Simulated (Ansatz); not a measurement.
A periodic model of amorphous Si24O49Mg:

```xyz
74
Lattice="11.0472 -0.1421 0.5970 -0.1421 9.9213 0.1810 0.5970 0.1810 10.1719" Properties=species:S:1:pos:R:3 pbc="T T T"
Si     2.6457     7.2220     2.6575
Si     0.8248     0.8132     0.5604
Si     3.7334     4.6010     6.0872
Si     5.8945     3.7188     4.3281
Si     5.5750     6.6828     3.5771
Si    11.2730     1.0997     8.8307
Si     8.0639     4.0331    10.5257
Si     1.1561     4.0421     4.4272
Si     2.9598     2.4131     7.6076
Si     8.3353     1.4894     9.3321
Si     1.3835     1.2527     5.5897
Si     4.4692     1.9260     2.2897
Si     7.5257     1.0795     4.8636
Si     3.0410     7.2928     6.9704
Si     6.9992     6.7275     0.8957
Si     0.7069     3.9355     1.2975
Si     0.5376     6.7891     5.0343
Si     7.3064     1.3265     2.0385
Si     2.1873     6.4594     9.9498
Si     6.4789     9.0410     8.9326
Si     5.4264     8.7638     6.0450
Si     9.7479     5.5802     0.7683
Si     2.0857     0.1040     2.9845
Si     4.4017     1.0769     9.7784
O     11.4353     0.2231    10.2044
O      7.4953     2.9625     1.7541
O      8.0800     0.7230     3.3211
O      4.2488     2.0663     0.6667
O      4.8870     3.2586     3.1042
O      0.4937     2.3944     0.7996
O      1.2723     3.9078     2.8119
O      5.0772     3.7874     5.7372
O      9.5360     4.6227    10.0589
O      4.0028     6.4466     3.1319
O      6.1150     0.2904     5.3302
O      7.0952     2.6774     4.6572
O      0.6639     2.5879     5.0309
O      7.5832     2.9504     9.3798
O      1.7020     4.6735     0.1992
O      2.2384     7.0371     1.0812
O      0.3981     0.4947     6.7373
O      4.2522     1.7999     8.3388
O      5.7414     0.9128     2.3582
O      2.6717     4.3799     4.8914
O      0.7553     0.0995     2.0255
O      6.3203     7.2879     2.2570
O     11.2119     5.0285     5.6400
O     10.3773     4.6813     1.9927
O     10.3003     7.5593     5.7305
O      1.5762     7.1522     6.2893
O      7.6180     0.3734     8.4162
O      6.3008     5.2588     3.9480
O      6.5196     5.1766     0.5497
O      4.0470     6.1505     6.3754
O      5.2159     9.6905     9.7758
O      1.3910     0.0699     4.4797
O      2.9633     8.8134     2.8790
O      2.9288     7.0409     8.6051
O      1.3743     6.8967     3.6021
O      2.9164     0.5888    10.2188
O      3.8125     8.6779     6.4869
O      2.8437     1.5933     6.1878
O      8.7390     0.7215     5.8164
O      9.8333     1.7929     8.7735
O      7.1917     7.8893     9.8330
O      7.8269     0.6367     0.6558
O      3.1310     4.0060     7.4725
O      1.4767     2.2795     8.2855
O      3.0410     1.4238     2.9240
O      6.1548     8.3804     7.4781
O      5.7406     7.7130     4.8283
O      0.5700     6.6967     9.6785
O      8.6268     6.7043     1.1472
Mg     9.9189     9.3314     6.1243
```

Level of theory: PBE, scalar-relativistic without spin-orbit coupling (plane waves to 420 eV, PAW; Ansatz, a quantum-chemistry and plane-wave program).

A CHGNet melt-quench gave the starting glass, which DFT then relaxed. O atoms were pushed apart under 1.9 Å during the dynamics, to hinder bonds among them. The hot cell started wider than the set density and was brought back towards it in steps. It is the lowest in DFT energy of 2 quenches. It is a model cell: composition and starting density were chosen by hand, and all elements were melted together. No dispersion term was used. Its density started from a set value of 2.22 and ended at 2.22 g/cm³. Cooling (nominally 320 K/ps over its main leg) ran many orders faster than in experiment, which tends to leave more defects and strain. A cell of this size samples the disorder only roughly. The volume was held where the preparation left it and the shape relaxed, at a PBE pressure of 0.6 GPa. Stress components on the final sampling reach 0.7 GPa.

Cut-offs for bonds: Si-Si 2.60 Å, Si-O 1.90 Å, Si-Mg 2.82 Å, O-O 1.58 Å, O-Mg 2.48 Å, Mg-Mg 3.19 Å. Two cations that share two anions don't count as bonded, nor two that share one unless they lie closer than Si-Si 2.38 Å, Si-Mg 2.74 Å, Mg-Mg 3.10 Å.

Problem. Give the coordination numbers, mean bond lengths and angles.

Solution. 
```yaml
Mean coordination of Si by anions: 4.00 (24 with 4)
Mean coordination of O: 2.02 (48 with 2, 1 with 3)
Mean coordination of Mg by anions: 3.00 (1 with 3)
Mean Si-O bond: 1.637 Å (spread 0.020 Å, 96 counted)
Mean O-Mg bond: 1.966 Å (spread 0.149 Å, 3 counted)
Bond angle at Si: mean 109.5°, spread 5.1°
Bond angle at O: mean 134.7°, spread 13.6°
```

Problem. Which atoms depart from the most common coordination of their element?

Solution. O41 has 3 (Si6 1.68 Å, Si11 1.69 Å, Mg74 2.18 Å).

Problem. List the pairs of like atoms that count as bonded by the rules above.

Solution. There are none by these rules.

Problem. What Bader charges do the atoms carry, from a run on the zone centre alone?

Solution. Means (range): Si +3.28 e (+3.26 to +3.29), O -1.64 e (-1.66 to -1.62), Mg +1.75 e (+1.75 to +1.75).
```tsv
atom	charge (e)
Si1	+3.29
Si2	+3.28
Si3	+3.29
Si4	+3.28
Si5	+3.29
Si6	+3.27
Si7	+3.26
Si8	+3.29
Si9	+3.28
Si10	+3.28
Si11	+3.26
Si12	+3.28
Si13	+3.26
Si14	+3.28
Si15	+3.28
Si16	+3.28
Si17	+3.27
Si18	+3.26
Si19	+3.27
Si20	+3.29
Si21	+3.28
Si22	+3.27
Si23	+3.27
Si24	+3.28
O25	-1.63
O26	-1.64
O27	-1.63
O28	-1.64
O29	-1.64
O30	-1.65
O31	-1.65
O32	-1.64
O33	-1.64
O34	-1.64
O35	-1.64
O36	-1.64
O37	-1.64
O38	-1.63
O39	-1.63
O40	-1.64
O41	-1.66
O42	-1.64
O43	-1.64
O44	-1.66
O45	-1.63
O46	-1.64
O47	-1.63
O48	-1.64
O49	-1.62
O50	-1.66
O51	-1.64
O52	-1.64
O53	-1.63
O54	-1.65
O55	-1.64
O56	-1.66
O57	-1.64
O58	-1.64
O59	-1.66
O60	-1.66
O61	-1.63
O62	-1.64
O63	-1.62
O64	-1.64
O65	-1.65
O66	-1.64
O67	-1.64
O68	-1.65
O69	-1.65
O70	-1.64
O71	-1.64
O72	-1.63
O73	-1.63
Mg74	+1.75
```
